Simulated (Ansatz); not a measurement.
```xyz
4
Lattice="1.9858 -5.0020 0.0000 1.9858 5.0020 0.0000 0.0000 0.0000 3.7385" Properties=species:S:1:pos:R:3 pbc="T T T"
Sc     1.9858    -3.6354     2.8038
Sc     1.9858     3.6354     0.9346
Ge     1.9858    -0.8972     2.8038
Ge     1.9858     0.8972     0.9346
```

ScGe (Cmcm), PBEsol, DFPT electron-phonon coupling, linearised Boltzmann equation (plane waves, PAW, scalar-relativistic; Ansatz, a program for electronic structure): the phonon-limited resistivity at 300 K is 56.8 μΩ·cm (x, a), 30.1 μΩ·cm (y, b), 10.2 μΩ·cm (z, c). Third figures are kept for the arithmetic.

Q: Bound the resistivity of a random, dense polycrystal without boundary scattering, and give the anisotropy.

A: Largest over smallest: 5.6. Upper bound, grains in series: (56.8 + 30.1 + 10.2)/3 = 32 μΩ·cm. Lower bound, grains side by side: 3/Σ(1/ρ) = 20 μΩ·cm. The best single-crystal direction lies 49 % under the lower bound.

Q: The current-weighted mean free path is 8.69 nm along x and 7.79 nm along z. How does ρ₀ℓ differ between these directions?

A: x: 56.8 × 8.69 = 49×10⁻¹⁶ Ω·m²; z: 10.2 × 7.79 = 7.9×10⁻¹⁶ Ω·m², a ratio of 6.2. The size effect in a wire also hangs on the velocities towards its walls, so the isotropic formulas don't carry over to this crystal.

A metal at this level (no band gap). Only scattering by harmonic phonons is included (no impurities, grain boundaries, electron-electron scattering or thermal expansion). Spin-orbit coupling is left out. Halving the electron mesh (24x24x24) moves the resistivity by up to 3 % at 300 K, the mean free path by up to 2 %. Smearing 0.20 eV; phonons on a 4x4x4 q mesh, which this run doesn't test.
